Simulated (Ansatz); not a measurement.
Consider CsPbCl3 in the cubic perovskite structure (space group Pm-3m, No. 221; a = 5.673 Å).

Calculations: DFT with r2SCAN, PAW potentials and a 500 eV plane-wave cutoff in Ansatz (a quantum-chemistry and plane-wave program), scalar-relativistic without spin-orbit coupling.

For the base:

* **Hole mass**: 0.21 mₑ (at R)
* **Density**: 4.06 g/cm³
* **Band gap**: 2.46 eV

It is then changed as follows: every Cl is replaced by Br; the structure is relaxed again.

Tabulated Pauling electronegativity and covalent radius: Cl 3.16, 1.02 Å; Br 2.96, 1.20 Å.

Q: How does this affect the hole mass?

A: The hole mass changes from 0.21 mₑ (at R) to 0.17 mₑ (at R).

Q: What happens to the density?

A: The density goes up by 0.54 g/cm³ (4.06 g/cm³ → 4.60 g/cm³).

Q: Estimate the effect on the band gap.

A: The band gap falls by 0.42 eV to 2.04 eV.

With Pb present, leaving out spin-orbit coupling can change the band edges. Masses are band curvatures over ±0.01 Å⁻¹ around the edge. No phonon test of stability was made. Many cubic perovskites are stable only at high temperature; tilts and polar distortions were not tested. This is not the structure that CsPbBr3 has at room temperature and ambient pressure. This is not the structure that CsPbCl3 has at room temperature and ambient pressure.
